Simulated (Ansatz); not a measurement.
## Effect of Te → Mo on HgTe

Base system: HgTe in the zinc blende structure (space group F-43m, No. 216; a = 6.510 Å).

Now apply this change: full substitution Te → Mo, then cell and atoms are relaxed.

Level of theory: PBEsol (Ansatz, a quantum-chemistry and plane-wave program), without spin-orbit coupling, earlier PAW set. Settings: 14×14×14 k-points, 0.05 eV Fermi–Dirac smearing, for the changed cell.

```json
[
 {"quantity": "volume per atom", "base": "34.49 Å³", "changed": "25.81 Å³", "shift": "-8.671 Å³"},
 {"quantity": "density", "base": "7.90 g/cm³", "changed": "9.54 g/cm³", "shift": "+1.64 g/cm³"},
 {"quantity": "lattice parameter a", "base": "651.0 pm", "changed": "591.1 pm", "shift": "-59.9 pm"},
 {"quantity": "space group", "base": "F-43m (No. 216)", "changed": "F-43m (No. 216)", "shift": "–"},
 {"quantity": "band gap", "base": "zero", "changed": "zero", "shift": "–"}
]
```

With Hg and Te present, leaving out spin-orbit coupling can change the band edges. Whether these cells are dynamically stable was not tested. As relaxed here, HgMo is a hypothetical phase, not in the database extracts checked. The final runs are not spin-polarised. HgMo has a high density of states at the Fermi level and may be magnetic at this level. A zero or small gap of HgTe can be the functional's error rather than a property of the material.
